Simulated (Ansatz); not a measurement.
**A computed series for HgSe: response to strain**

The reference is HgSe in the zinc blende structure (space group F-43m, No. 216; a = 6.133 Å). Axes: x, y, z lie along the cube axes.

Strains are applied to the cell and any free atomic positions relax; under biaxial strain the out-of-plane vector relaxes too; under stress the whole cell relaxes.

All numbers come from Ansatz (a program for electronic structure) PBEsol, no SOC, earlier PAW set.

Candidates:
(a) tensor shear ε_xz = −0.65 %
(b) uniaxial stress, 0.5 GPa tension along z
(c) strain tensor (xx, yy, zz, yz, xz, xy) = (+2.39, −1.02, −0.94, +0.55, +1.02, −1.04) %
(d) biaxial strain +2.82 %, plane normal [001], relaxed out of plane

Notes on the quantities. energy relative to the base: free energy F.

Order them by energy relative to the base, highest first.

(d) biaxial strain +2.82 %, plane normal [001], relaxed out of plane (+5.1 meV/atom), (c) strain tensor (xx, yy, zz, yz, xz, xy) = (+2.39, −1.02, −0.94, +0.55, +1.02, −1.04) % (+3.1 meV/atom), (b) uniaxial stress, 0.5 GPa tension along z (+1.0 meV/atom), (a) tensor shear ε_xz = −0.65 % (+0.3 meV/atom)

A case with no gap was solved on a k-mesh chosen for an insulator, which is coarse for it. Beyond what the load breaks, stability against distortions was not tested. All final runs are without spin polarisation.
